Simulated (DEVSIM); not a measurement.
System: abrupt GaP n-p junction, at 350 K.

| layer (left to right) | material | thickness (μm) | Nd (cm⁻³) | Na (cm⁻³) | τn (s) | τp (s) |
|---|---|---|---|---|---|---|
| 1 | GaP | 29.0 | 3.6e16 | - | 5.9e-7 | 5.9e-6 |
| 2 | GaP | 45.0 | - | 2.2e15 | 5.9e-7 | 5.9e-7 |

Left contact: ohmic. Right contact: ohmic. Voltage is applied to the left contact. Recombination: SRH at mid-gap. Mobility is μmin + (μ − μmin)/(1 + (N/Nref)^α).

This is a model device: material constants are rounded textbook-type values typed into the input, and sizes, dopings and lifetimes were drawn at random. Values at 300 K; Nc and Nv go as T^1.5, mobilities as T to minus their exponent, the gap by Varshni's rule with the affinity fixed.

```tsv
parameter	GaP
gap (eV)	2.26
affinity (eV)	3.8
permittivity	11.1
Nc (cm⁻³)	1.8e19
Nv (cm⁻³)	1.9e19
μn (cm²/Vs)	250
μp (cm²/Vs)	150
μn,min	10
μp,min	10
Nref,n	4.4e18
Nref,p	1e18
αn	0.8
αp	0.85
T exponent of μn	1.6
T exponent of μp	1.98
Varshni α (eV/K)	0.00058
Varshni β (K)	372
```

Simulated with DEVSIM: 1D drift-diffusion, Boltzmann statistics, complete ionisation; no tunnelling, impact ionisation, image-force lowering or self-heating.

**Question.** Tabulate band edges, carrier densities and field at -2.05 V on the left contact.

**Answer.** Energies count from the Fermi level of the right contact; mesh points crowd at the junctions.

| x (μm) | Ec (eV) | Ev (eV) | n (cm⁻³) | p (cm⁻³) | field (V/cm) |
|---|---|---|---|---|---|
| 0.000 | 2.244 | 0.005 | 3.6e16 | < 1e2 | -18 |
| 0.05121 | 2.244 | 0.005 | 3.6e16 | 2.0e13 | -18 |
| 0.2213 | 2.244 | 0.005 | 3.6e16 | 8.8e13 | -18 |
| 0.7440 | 2.243 | 0.004 | 3.6e16 | 2.9e14 | -17 |
| 3.589 | 2.238 | -0.001 | 3.7e16 | 1.3e15 | -17 |
| 11.29 | 2.226 | -0.013 | 3.9e16 | 3.5e15 | -15 |
| 23.10 | 2.209 | -0.030 | 4.2e16 | 5.9e15 | -14 |
| 27.71 | 2.203 | -0.036 | 4.3e16 | 6.7e15 | -13 |
| 28.62 | 2.202 | -0.037 | 4.3e16 | 6.8e15 | -13 |
| 28.90 | 2.202 | -0.037 | 4.3e16 | 6.9e15 | 21 |
| 28.98 | 2.208 | -0.032 | 3.5e16 | 8.4e15 | 3000 |
| 29.04 | 2.228 | -0.011 | 1.8e16 | 1.7e16 | 1200 |
| 29.18 | 2.231 | -0.008 | 1.6e16 | 1.8e16 | -16 |
| 29.63 | 2.230 | -0.009 | 1.6e16 | 1.8e16 | -19 |
| 32.05 | 2.225 | -0.014 | 1.4e16 | 1.6e16 | -21 |
| 38.61 | 2.209 | -0.030 | 1.1e16 | 1.3e16 | -28 |
| 57.09 | 2.132 | -0.108 | 5.2e15 | 7.4e15 | -58 |
| 68.83 | 2.041 | -0.198 | 2.4e15 | 4.6e15 | -110 |
| 72.92 | 1.986 | -0.254 | 8.4e14 | 3.0e15 | -190 |
| 73.67 | 1.969 | -0.271 | 3.2e14 | 2.5e15 | -270 |
| 73.91 | 1.962 | -0.278 | 9.6e13 | 2.3e15 | -310 |
| 74.00 | 1.959 | -0.280 | < 1e2 | 2.2e15 | -320 |
